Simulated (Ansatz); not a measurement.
Abridged Ansatz (a quantum-chemistry and plane-wave program) output:

```
Pseudopotential: Al, paw, valence charge 3
Crystal: 1 atoms, lattice volume = 14.782 Å³
Basis set: ecut = 500 eV, 339 PW (Γ), exchange–correlation on 96×96×96 points (64 copies of the dense FFT grid, shifted against one another)
Bands: 6, of which v1, the nominal top of the filled ones, is band 2 counted from 1 (1 counted from 0)
Symmetry: 48 space group operations
k-points: 256 of 8000
Functional: x = r2scan, c = r2scan; τ floored in thin density (d = 2e-4 eV/Å³)
SCF iter   1: F=—  HF=-540.379342 eV  |F-HF|=—  |Δ(HF+E_count)|=         —  Δρ=2.94e-3  dr2=1.31e-3  dr2_τ=6.61e-3  ethr=1.77e-3  ⟨swp⟩=5.0  Hψ=13601  notcnv=0
SCF iter   2: F=—  HF=-540.386031 eV  |F-HF|=—  |Δ(HF+E_count)|=   6.69e-3  Δρ=2.23e-3  dr2=7.56e-4  dr2_τ=2.32e-6  ethr=4.36e-5  ⟨swp⟩=2.1  Hψ=5040  notcnv=0  defer=101
SCF 1 converged in 7 iterations: F = -540.385946 eV  dr2 = 4.55e-11
SCF converged after 7 iterations
Free energy (F): -540.385946 eV
Internal energy: -540.383299 eV  (E = F + TS)
E sigma→0 (E₀):  -540.384623 eV
Entropy (-TS):   -0.002647 eV (-2.647 meV/atom)
Fermi energy:    9.191897 eV
--- Forces (eV/Å), atoms counted from 1 ---
  atom   1  Al    -0.00000000    -0.00000000     0.00000000
--- Stress (GPa, compression-positive) ---
        8.027430      -0.000000       0.000000
       -0.000000       8.027430       0.000000
        0.000000       0.000000       8.027430
  P = ⅓ Tr σ = 8.0274 GPa (80.274 kbar)
```

Task: What was computed, and what are the main results?

Result: Al, 1 atom in the cell, with r2SCAN in Ansatz (plane waves to 500 eV, PAW, spin-orbit coupling left out). The last SCF converged to F = -540.385946 eV, or -540.3859 eV per atom, at a pressure of 8.03 GPa. The total energy compares only with runs of the same code, potentials and settings.

Single points use the geometry relaxed with PBEsol. Load acts through the strain it causes; cell and atoms are relaxed under it. Stability against distortions was not tested. Competing high-pressure phases were not computed. The cell was made from Al in the fcc (Cu type) structure (space group Fm-3m, No. 225) by this change: pressure 9 GPa.
